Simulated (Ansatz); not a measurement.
Take SiO$_{2}$ in the CdI2 type structure (space group P-3m1, No. 164; a = 2.6703 Å, c = 4.5421 Å; a hypothetical phase, not in the database extracts checked; layered, stacked along the Cartesian z axis) as the base. Axes: x lies along a and z along c of the hexagonal cell.

Computed with r2SCAN+rVV10 in Ansatz (plane waves to 500 eV, PAW, no spin-orbit coupling).

Perturbation: the cell is scaled by 1.0296 in all directions, atoms relaxed at fixed cell.

### Question
Predict the stress tensor and what it implies for the stiffness.

### Answer
Stress of the strained cell less that of the base (GPa, compression positive):
```
 -17.14    0.00    0.00
   0.00  -17.14    0.00
   0.00    0.00   -1.18
```

Then B = −ΔP/(ΔV/V₀) with ΔV/V₀ = 0.0915 gives secant stiffness values (nonlinear terms included at this strain): B (at held cell shape, above the free-shape value) ≈ 129 GPa.

As a check, the harmonic strain energy −½ V₀ Δσ:ε is 31 meV/atom; the computed energy rise is 34 meV/atom.

Whether these cells are dynamically stable was not tested.

Ansatz is a program for electronic structure.
